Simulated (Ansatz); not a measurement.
Ansatz (a first-principles code), DFT, PBE, plane waves, its default PAW files: fcc Cu, atoms displaced, 4 atoms. Basis and mesh were picked for this test and aren't claimed converged.

Ansatz 0.2 input:
```yaml
crystal:
  lattice:
    - [3.615, 0.0, 0.0]
    - [0.0, 3.615, 0.0]
    - [0.0, 0.0, 3.615]
  atoms:
    - { symbol: Cu, position: [0.004751, 0.999414, 0.001307] }
    - { symbol: Cu, position: [0.996967, 0.500822, 0.510135] }
    - { symbol: Cu, position: [0.510636, 0.006328, 0.50275] }
    - { symbol: Cu, position: [0.499845, 0.50071, 0.0011] }
kpoints:
  mp_grid: { grid: [10, 10, 10] }
hamiltonian:
  xc: pbe
  pseudopotentials: { kind: paw }
scf:
  occupations: { method: fermi_dirac, width: 0.1 }
output:
  forces: true
```

The program reports k-points after symmetry: 504, bands at the start: 43, electrons: 76, plane waves at Γ: 925, cutoff (eV): 420, FFT grid: 25×25×25, symmetry operations: 1.

Machine: one whole node, Arm Neoverse V2, 96 cores on 1 socket, no SMT, 1 L3 cache group; 94 cores' worth of CPU time may be used.

Wall times, medians of two to five repeats, each run alone on the node (launch to exit). Unless noted, each process is bound to its own block of adjacent cores. The build: release build for Arm (Neoverse V2), one process with threads; another build can shift the numbers. Scratch files lie in a memory file system.

Started as
```bash
OMP_NUM_THREADS=88 ANSATZ_TIMINGS=1 ansatz run --backend cpu --threads 88 --max-ram 200GiB --events-out run.ndjson --runs-dir run.runs --progress --plain run.yaml
```
(88 threads, --kpoint-pools auto (default), --slots auto (default)) it takes 1.6 s and 6 SCF iterations (all cycles of the run, searches included).

Question: How long does it take after this change: --kpoint-pools 1, --slots 4?

Answer: About 5.3 s (3 runs within 3 %): 3.4× as long. The largest move is in band solves (diag): 0.87 s to 4.1 s. The band solves carry the change: the iterations make 284791 against 284791 applications of H to a band, at 0.003 against 0.014 ms of diag time each. As resolved by the program: eigensolver slots 88 against 4. Change in the result: energy equal as printed, forces (largest component) equal as printed.
